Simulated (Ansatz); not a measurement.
# Response to strain in Ni

Start from Ni in the hcp (Mg type) structure (space group P6_3/mmc, No. 194; a = 2.454 Å, c = 4.044 Å; ferromagnetic; relaxed with 0.1 eV smearing). Axes: x lies along a and z along c of the hexagonal cell.

Strains are applied to the cell and any free atomic positions relax; under biaxial strain the out-of-plane vector relaxes too; under stress the whole cell relaxes.

Computed with r2SCAN in Ansatz (plane waves to 500 eV, PAW, no spin-orbit coupling).

Notes on the quantities. pressure: mean of the normal stresses, compression positive.

| variant | pressure | largest site moment | volume per atom |
|---|---|---|---|
| base | 0.0 GPa | 0.79 μB | 10.54 Å³ |
| biaxial strain −1.67 %, plane normal [001], relaxed out of plane | 5.4 GPa | 0.77 μB | 10.31 Å³ |
| biaxial strain −1.38 %, plane normal [001], relaxed out of plane | 4.3 GPa | 0.77 μB | … |
| biaxial strain −0.95 %, plane normal [001], relaxed out of plane | … | 0.78 μB | 10.41 Å³ |
| biaxial strain −0.63 %, plane normal [001], relaxed out of plane | 1.9 GPa | 0.78 μB | 10.46 Å³ |
| isotropic strain −0.33 % | … | 0.78 μB | 10.44 Å³ |
| isotropic strain +3.33 % | -16.8 GPa | 0.83 μB | 11.63 Å³ |
| uniaxial strain ε_yy = −0.26 % | 0.6 GPa | 0.78 μB | 10.51 Å³ |
| uniaxial strain ε_zz = +2.41 % | -4.6 GPa | 0.79 μB | 10.80 Å³ |
| uniaxial stress, 2 GPa compression along x | – | 0.78 μB | 10.51 Å³ |

Problem. Complete the table.

Solution. 
- biaxial strain −1.38 %, plane normal [001], relaxed out of plane, volume per atom: 10.35 Å³
- biaxial strain −0.95 %, plane normal [001], relaxed out of plane, pressure: 2.9 GPa
- isotropic strain −0.33 %, pressure: 2.2 GPa

Other magnetic orders, which the real material may have, were not ruled out. Beyond what the load breaks, stability against distortions was not tested. This is not the structure that Ni has at room temperature and ambient pressure.

Ansatz is a program for electronic structure.
